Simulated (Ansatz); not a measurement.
The starting structures come from a database of crystals and need not be the phases stable at ambient conditions.

By PBEsol, the system below comes out a metal.

Without scattering a metal conducts by its projected Fermi surface.

Here is the system:

```xyz
2
Lattice="3.1761 0.0000 0.0000 0.0000 3.1761 0.0000 0.0000 0.0000 3.2409" Properties=species:S:1:pos:R:3 pbc="T T T"
Sc     1.5880     1.5880     1.6204
Cu     0.0000     0.0000     0.0000
```

Space group of this cell: P4/mmm. The cell is strained (lengths across the current scaled by 0.98, ions clamped); by PBEsol its mean pressure is 1.1 GPa.

The current flows along the normal of the first two printed cell vectors, the (001) (indices of the unstrained crystal) plane of the conventional cell. No spin-orbit coupling; the value is a mean over 0.1 eV about the Fermi level.

**Question.** Give the ballistic conductance per area that PBEsol (Ansatz, a quantum-chemistry and plane-wave program) yields.

**Answer.** 0.72 × 10¹⁵ S/m² for both spins.
